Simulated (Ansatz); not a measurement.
Start from PbS in the rock salt structure (space group Fm-3m, No. 225; a = 5.975 Å). Axes: x, y, z lie along the cube axes.

Method: Ansatz (a first-principles code) r2SCAN, spin-orbit coupling left out, earlier PAW set.

Before the change:

| Quantity | Result |
|---|---|
| Smallest direct gap | 0.70 eV |
| Pressure | 0.00 GPa |

Perturbation: compressive biaxial strain of 1.57 % in the plane normal to [110], as in epitaxy on a mismatched substrate; the out-of-plane cell vector and the atoms relax.

### Question
How does this affect the out-of-plane strain?

### Answer
The out-of-plane strain is +1.23 %.

### Question
How does this affect the smallest direct gap?

### Answer
The smallest direct gap shrinks by 0.115 eV, from 0.70 eV to 0.59 eV.

### Question
How does this affect the energy relative to the base?

### Answer
The energy goes up by 4.6 meV/atom.

### Question
What happens to the pressure?

### Answer
The pressure (mean of the normal stresses, compression positive) goes from zero to 1.19 GPa.

Spin-orbit coupling, missing from the scalar runs, can matter with Pb. No phonon test of stability was made.
